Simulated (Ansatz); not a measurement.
The reference is NaI in the rock salt structure (space group Fm-3m, No. 225; a = 6.402 Å). Axes: x, y, z lie along the cube axes.

Now apply this change: uniaxial strain ε_zz = +1.50 %, all other strain components held at zero, atoms relaxed at fixed cell.

Method: PBEsol, PAW, 420 eV (Ansatz, a quantum-chemistry and plane-wave program; no SOC).

Give the band edges at the high-symmetry points of the new zone, measured from its valence-band maximum.


```json
[
 {"point": "Γ", "valence edge (eV)": "0.00", "conduction edge (eV)": "3.55"},
 {"point": "X", "valence edge (eV)": "-0.77", "conduction edge (eV)": "4.45"},
 {"point": "P", "valence edge (eV)": "-0.96", "conduction edge (eV)": "5.78"},
 {"point": "N", "valence edge (eV)": "-0.29", "conduction edge (eV)": "4.95"},
 {"point": "M", "valence edge (eV)": "-0.77", "conduction edge (eV)": "4.46"},
 {"point": "S", "valence edge (eV)": "-0.61", "conduction edge (eV)": "5.21"},
 {"point": "S₀", "valence edge (eV)": "-0.61", "conduction edge (eV)": "5.21"},
 {"point": "R", "valence edge (eV)": "-1.00", "conduction edge (eV)": "5.85"},
 {"point": "G", "valence edge (eV)": "-1.00", "conduction edge (eV)": "5.85"}
]
```

The gap is 3.55 eV, direct at Γ.

Spin-orbit coupling, missing from the scalar runs, can matter with I. Stability against distortions was not tested. k-point labels follow each cell's own Brillouin zone.
